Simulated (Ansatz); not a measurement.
**Pressure series in CsPbBr3**

Base system: CsPbBr3 in the cubic perovskite structure (space group Pm-3m, No. 221; a = 6.003 Å).

Cell and atoms are relaxed at each pressure.

Method: DFT with PBE, PAW potentials and a 420 eV plane-wave cutoff in Ansatz (an electronic-structure program), no spin-orbit coupling.

Candidates:
(a) pressure −2 GPa
(b) pressure −1 GPa
(c) pressure 3 GPa

For the base:

| Property | Result |
|---|---|
| Band gap | 1.78 eV |

### Question
Order them by band gap, highest first.

### Answer
(a) pressure −2 GPa (2.17 eV), (b) pressure −1 GPa (1.97 eV), (c) pressure 3 GPa (1.28 eV)

Spin-orbit coupling, missing from the scalar runs, can matter with Pb. Load acts through the strain it causes; cell and atoms are relaxed under it. Stability against distortions was not tested. Many cubic perovskites are stable only at high temperature; tilts and polar distortions were not tested. This is not the structure that CsPbBr3 has at room temperature and ambient pressure.
